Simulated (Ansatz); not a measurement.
## Input and output of a self-consistent single point for SrH3Pd (Pm-3m, 5 atoms in the cell) (Ansatz)

Method: LDA (PW92), default PAW files made with PBE (plane waves; Ansatz, a program for electronic structure).

Input:

Ansatz 0.2 input:
```yaml
# SrH3Pd
crystal:
  lattice:
    - [3.81670500, 0.00000000, 0.00000000]
    - [0.00000000, 3.81670500, 0.00000000]
    - [0.00000000, 0.00000000, 3.81670500]
  atoms:
    - { symbol: Sr, position: [0.50000000, 0.50000000, 0.50000000] }
    - { symbol: H, position: [0.50000000, 0.00000000, 0.00000000] }
    - { symbol: H, position: [0.00000000, 0.50000000, 0.00000000] }
    - { symbol: H, position: [0.00000000, 0.00000000, 0.50000000] }
    - { symbol: Pd, position: [0.00000000, 0.00000000, 0.00000000] }
basis:
  ecutwfc: 30.9 Ry
kpoints:
  mp_grid: { grid: [9, 9, 9] }
hamiltonian:
  xc: lda
  pseudopotentials: { kind: paw }
scf:
  occupations: { method: gaussian, width: 0.0073 Ry }
output:
  forces: true
  eigenvalues: true
  stress: true
```

Log, with long lists cut:

```
WARN ansatz: RAYON_NUM_THREADS=1 ignored (pool sized by the plan → 1); use --threads N
Pseudopotentials: kind: paw
Pseudopotential: Sr, paw, valence charge 10
Pseudopotential: H, paw, valence charge 1
Pseudopotential: Pd, paw, valence charge 18
Crystal: 5 atoms, lattice volume = 55.599 Å³
Basis set: ecut = 420.4159175005146 eV, 1045 PW (Γ)
Bands: 21, of which v1, the nominal top of the filled ones, is band 16 counted from 1 (15 counted from 0)
Symmetry: 48 space group operations
Space group: Pm-3m (ITA 221), of the structure as read, at distance tolerance 3.8e-5 Å
k-points: 35 of 729
PAW frozen core: Sr, regenerated for the run's functional, and the local potential with it
PAW frozen core: Pd, regenerated for the run's functional, and the local potential with it
Initial density: superposition of atomic densities (neutral atoms: chi_scale 0, normalization atom), corrected by the library's trained network
Initial wavefunctions: pseudopotential atomic-orbital guess
Eigensolver: davidson
Functional: x = slater, c = lda
SCF iter   1: F=—  HF=-10338.876030 eV  |F-HF|=—  |Δ(HF+E_count)|=         —  Δρ=1.36e-2  dr2=1.07e-1  ethr=1.77e-3  ⟨swp⟩=6.1  Hψ=3986  notcnv=0
all-band conjugate gradients solve this SCF's bands
preconditioner: auto → Resta (q_TF=auto, 2.475 Å⁻¹)
SCF iter   2: F=—  HF=-10338.851011 eV  |F-HF|=—  |Δ(HF+E_count)|=   2.50e-2  Δρ=6.04e-3  dr2=1.61e-2  ethr=3.46e-4  ⟨swp⟩=2.1  Hψ=1302  notcnv=0  defer=16
SCF iter   3: F=—  HF=-10338.846364 eV  |F-HF|=—  |Δ(HF+E_count)|=   4.65e-3  Δρ=2.60e-3  dr2=4.21e-3  ethr=5.19e-5  ⟨swp⟩=2.4  Hψ=927  notcnv=0  defer=16
SCF iter   4: F=—  HF=-10338.844991 eV  |F-HF|=—  |Δ(HF+E_count)|=   1.37e-3  Δρ=4.82e-4  dr2=7.45e-5  ethr=1.36e-5  ⟨swp⟩=2.0  Hψ=944  notcnv=0  defer=16
SCF iter   5: F=—  HF=-10338.844992 eV  |F-HF|=—  |Δ(HF+E_count)|=   1.42e-6  Δρ=1.07e-4  dr2=1.30e-5  ethr=2.40e-7  ⟨swp⟩=2.2  Hψ=1081  notcnv=0  defer=20
SCF iter   6: F=—  HF=-10338.844989 eV  |F-HF|=—  |Δ(HF+E_count)|=   2.79e-6  Δρ=3.42e-5  dr2=1.44e-6  ethr=4.20e-8  ⟨swp⟩=2.0  Hψ=846  notcnv=0  defer=20
SCF iter   7: F=-10338.844989 eV  HF=-10338.844989 eV  |F-HF|=2.07e-8  |Δ(HF+E_count)|=   3.55e-7  Δρ=4.61e-6  dr2=2.60e-8  ethr=3.23e-10  ⟨swp⟩=9.1  Hψ=4065  notcnv=0
SCF 1 converged in 7 iterations: F = -10338.844989 eV  dr2 = 2.60e-8
SCF converged after 7 iterations
Free energy (F): -10338.844989 eV
Harris-Foulkes:  -10338.844989 eV  (|F-HF|=2.07e-8)
Internal energy: -10338.837083 eV  (E = F + TS)
E sigma→0 (E₀):  -10338.841036 eV
Entropy (-TS):   -0.007906 eV (-1.581 meV/atom)
Fermi energy:    11.309534 eV
--- Per-component energies (eV) ---
  E_band       = -363.083070
  E_kinetic    = 799.658823
  E_local      = -3313.961594  (includes V_loc(G=0)·N_el)
  E_nonlocal   = 431.977755
  E_hartree    = 1252.933132
  E_xc         = -367.127343
  E_vxc        = -409.523384  (∫ρ·V_xc dr)
  E_paw        = -6221.203265  (= ΣΔE_a)
  E_vpaw       = -377.104039  (= ΣTr[D̂ρ^β])
  E_aug_tail   = -0.002997  (compensation charges beyond the density's cutoff)
  E_ewald      = -2922.086463
  E_core_change = 0.974869  (= ΣΔE_core)
  E_smearing   = -0.007906  (= −TS)
  E_closure    = 0.000000  (closes the sum)
  Σ components = -10338.844989   (vs F -10338.844989, Δ=0.00e0)
--- Forces (eV/Å), atoms counted from 1 ---
  atom   1  Sr    -0.00000000     0.00000000     0.00000000
   [... zero for the other atoms too ...]
  max |Σ_I F_I| component: 2.80e-30 eV/Å
--- Stress (GPa, compression-positive) ---
       -4.071284       0.000000       0.000000
       -0.000000      -4.071284       0.000000
        0.000000      -0.000000      -4.071284
  P = ⅓ Tr σ = -4.0713 GPa (-40.713 kbar)
  The stress holds the Pulay correction. Without it, at fixed plane waves, as pw.x and ABINIT print it: P = -4.1624 GPa
--- Band table (eV; the first three rows and the last of 35) ---
  k-point 0: bands = ["-73.6432", "-39.4427", "-39.4427", "-39.4427", "-24.1371", "-6.0926", "-6.0926", "-6.0926", "2.4769", "4.6285", "4.6285", "8.0940", "8.0940", "8.0940", "12.7102", "12.7102", "15.7875", "15.7875", "15.7875", "17.0264", "17.0264"]
  k-point 1: bands = ["-73.6432", "-39.4435", "-39.4426", "-39.4426", "-24.1342", "-6.1495", "-6.0890", "-6.0890", "2.6401", "4.6594", "4.7227", "8.0730", "8.0730", "8.1039", "12.3149", "12.7004", "15.2345", "15.2345", "15.4184", "16.5960", "17.1586"]
  k-point 2: bands = ["-73.6431", "-39.4454", "-39.4425", "-39.4425", "-24.1266", "-6.2889", "-6.0800", "-6.0800", "3.0902", "4.7403", "4.9731", "8.0217", "8.0217", "8.1294", "11.1520", "12.6702", "14.4402", "14.4402", "15.6260", "15.7742", "17.0744"]
  k-point 34: bands = ["-73.6427", "-39.4484", "-39.4484", "-39.4484", "-24.0686", "-6.3690", "-6.3665", "-6.3665", "6.2238", "6.2742", "6.2742", "7.5728", "7.6172", "7.6172", "8.3263", "8.3263", "12.2978", "16.5684", "16.6149", "16.6149", "18.3554"]
```

The run converged in 7 iterations.

The starting cell comes from a database of computed structures (which also holds hypothetical and non-ambient phases and stackings), without a prior relaxation at this level. Its lattice was rescaled by up to half a per cent. Spin polarisation is off. With a pressure of about -4 GPa the cell is away from its equilibrium volume at this level. Ansatz's pressure includes its estimate of the finite-basis (Pulay) stress.
